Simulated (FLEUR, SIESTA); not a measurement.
A SIESTA input for a self-consistent single point of Ir (Fm-3m, 1 atom in the cell) (DFT, GGA PBEsol, numerical atomic orbitals TZP, PseudoDojo PBEsol standard norm-conserving potentials (rewritten from UPF to PSML)):

```
# files in the folder: Ir.psml (PseudoDojo PBEsol standard)
SystemName  Ir
SystemLabel siesta

NumberOfAtoms                1
NumberOfSpecies              1
%block ChemicalSpeciesLabel
  1 77 Ir
%endblock ChemicalSpeciesLabel
LatticeConstant              1.0 Ang
%block LatticeVectors
     0.000000000    1.950667000    1.950667000
     1.950667000    0.000000000    1.950667000
     1.950667000    1.950667000    0.000000000
%endblock LatticeVectors
AtomicCoordinatesFormat      Ang
%block AtomicCoordinatesAndAtomicSpecies
     0.000000000    0.000000000    0.000000000  1
%endblock AtomicCoordinatesAndAtomicSpecies

XC.functional                GGA
XC.authors                   PBEsol
PAO.BasisSize                TZP
PAO.EnergyShift              0.01 Ry
MeshCutoff                   300 Ry
%block kgrid.MonkhorstPack
   14   0   0  0.0
    0  14   0  0.0
    0   0  14  0.0
%endblock kgrid.MonkhorstPack
OccupationFunction           MP
OccupationMPOrder            0
ElectronicTemperature        136.0 meV

MaxSCFIterations             150
SCF.Mixer.Method             Pulay
SCF.Mixer.Weight             0.2
SCF.Mixer.History            6
SCF.DM.Tolerance             1.0E-05
Diag.ParallelOverK           true
WriteForces                  true
```

Q: Give the FLEUR input for the same structure, mesh, smearing and functional.

A: This is the input that was run; spellings and numerical settings could be chosen otherwise.

Input of the input generator:

```
scf Ir
&input film=f /
0.0000000000 0.7071067812 0.7071067812
0.7071067812 0.0000000000 0.7071067812
0.7071067812 0.7071067812 -0.0000000000
5.2131113552
1.0 1.0 1.0

1
77 0.0000000000 0.0000000000 0.0000000000

&comp jspins=1 /
&exco xctyp='PBEs' /
&kpt div1=14 div2=14 div3=14 gamma=t /
&end /
```

```xml
<?xml version="1.0" encoding="UTF-8" standalone="no"?>
<fleurInput fleurInputVersion="0.39">
   <comment>
      scf Ir                                                                                              
   </comment>
   <calculationSetup>
      <cutoffs Kmax="4.1" Gmax="14.3" GmaxXC="14.3" numbands="0"/>
      <scfLoop itmax="60" minDistance="0.00001" maxIterBroyd="40" imix="Anderson" alpha="0.05" precondParam="0.0" spinf="2.0"/>
      <coreElectrons ctail="T" frcor="F" kcrel="0" coretail_lmax="0"/>
      <xcFunctional name="PBEs" relativisticCorrections="F"/>
      <magnetism jspins="1"/>
      <soc l_soc="F" theta="0.0" phi="0.0" spav="F"/>
      <expertModes spex="0" secvar="F"/>
      <geometryOptimization l_f="T" forcealpha="1.0" forcemix="BFGS" epsdisp="0.00001" epsforce="0.00001"/>
      <ldaU l_linMix="F" mixParam="0.05" spinf="1.0"/>
   </calculationSetup>
   <cell>
      <bzIntegration valenceElectrons="15.0" mode="gauss" fermiSmearingEnergy="0.00499791">
         <kPointListSelection listName="default-1"/>
         <!-- k-points included here -->
         <xi:include xmlns:xi="http://www.w3.org/2001/XInclude" href="kpts.xml"> </xi:include>
      </bzIntegration>
      <!-- symmetry operations included here -->
      <xi:include xmlns:xi="http://www.w3.org/2001/XInclude" href="sym.xml"> </xi:include>
      <bulkLattice scale="1.0">
         <bravaisMatrix>
            <row-1>    0.0000000000000000     3.6862263904126418     3.6862263904126418</row-1>
            <row-2>    3.6862263904126418     0.0000000000000000     3.6862263904126418</row-2>
            <row-3>    3.6862263904126418     3.6862263904126418     0.0000000000000000</row-3>
         </bravaisMatrix>
      </bulkLattice>
   </cell>
   <atomSpecies>
      <species name="Iridium (Ir)" element="Ir" atomicNumber="77">
         <mtSphere radius="2.43" gridPoints="839" logIncrement="0.016"/>
         <atomicCutoffs lmax="10" lnonsphr="8"/>
         <electronConfig flipSpins="F">
            <coreConfig>(1s1/2) (2s1/2) (2p1/2) (2p3/2) (3s1/2) (3p1/2) (3p3/2) (4s1/2) (3d3/2) (3d5/2) (4p1/2) (4p3/2) (5s1/2) (4d3/2) (4d5/2) (4f5/2) (4f7/2)</coreConfig>
            <valenceConfig>(5p1/2) (5p3/2) (6s1/2) (5d3/2) (5d5/2)</valenceConfig>
            <stateOccupation state="(5d3/2)" spinUp="1.4" spinDown="1.4"/>
            <stateOccupation state="(5d5/2)" spinUp="2.1" spinDown="2.1"/>
         </electronConfig>
         <energyParameters s="6" p="6" d="5" f="5"/>
         <lo type="SCLO" l="1" n="5" eDeriv="0"/>
      </species>
   </atomSpecies>
   <atomGroups>
      <atomGroup species="Iridium (Ir)">
         <relPos label="                   1">.0000000000 .0000000000 .0000000000</relPos>
         <force calculate="T" relaxXYZ="TTT"/>
      </atomGroup>
   </atomGroups>
   <output dos="F" band="F" slice="F">
      <checks vchk="F" cdinf="F"/>
      <bandDOS minEnergy="-.5*Htr" maxEnergy="0.5*Htr" sigma="0.015" storeEVData="T"/>
      <vacuumDOS vacdos="F" integ="F" star="F" nstars="0" locx1="0.0" locy1="0.0" locx2="0.0" locy2="0.0" nstm="0" tworkf="0.0"/>
      <unfoldingBand unfoldBand="F" supercellX="1" supercellY="1" supercellZ="1"/>
      <plotting iplot="0" polar="F">
         <plot TwoD="T" vec1="  1.0  0.0  0.0" vec2="  0.0  1.0  0.0" vec3="  0.0  0.0  1.0" zero="  0.0  0.0  0.0" file="plot"/>
      </plotting>
      <chargeDensitySlicing numkpt="0" minEigenval="0.0" maxEigenval="0.0" nnne="0" pallst="F"/>
      <specialOutput eonly="F"/>
      <magneticCircularDichroism mcd="F" energyLo="-10.0" energyUp="0.0"/>
   </output>
  <!-- We include the file relax.xml here to enable relaxations (see documentation) -->
  <xi:include xmlns:xi="http://www.w3.org/2001/XInclude" href="relax.xml"> <xi:fallback/> </xi:include>
</fleurInput>
```

Basis, cutoffs, solver keys and any potentials are the target program's own. This input uses DFT, PBEsol, all-electron FLAPW (FLEUR), scalar-relativistic valence.

The starting cell comes from a database of computed structures (which also holds hypothetical and non-ambient phases and stackings), without a prior relaxation at this level. Its lattice was rescaled by a random factor within 2.5 % of one.
